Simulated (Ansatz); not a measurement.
Response to strain in hypothetical CsCl type TaAs

The reference is TaAs in the CsCl type structure (space group Pm-3m, No. 221; a = 3.178 Å; a hypothetical phase, not in the database extracts checked; relaxed with 0.1 eV smearing). Axes: x, y, z lie along the cube axes.

Strains are applied to the cell and any free atomic positions relax; under biaxial strain the out-of-plane vector relaxes too.

Calculations: PBEsol, PAW, 420 eV (Ansatz, an electronic-structure program; spin-orbit coupling left out).

Candidates:
(a) biaxial strain +2.46 %, plane normal [001], relaxed out of plane
(b) tensor shear ε_xy = +1.12 %
(c) biaxial strain +2.40 %, plane normal [110], relaxed out of plane

Notes on the quantities. energy relative to the base: free energy F.

Task: Order them by energy relative to the base, lowest first.

Result: (b) tensor shear ε_xy = +1.12 % (+3.2 meV/atom), (c) biaxial strain +2.40 %, plane normal [110], relaxed out of plane (+22 meV/atom), (a) biaxial strain +2.46 %, plane normal [001], relaxed out of plane (+25 meV/atom)

No phonon test of stability was made. All final runs are without spin polarisation.
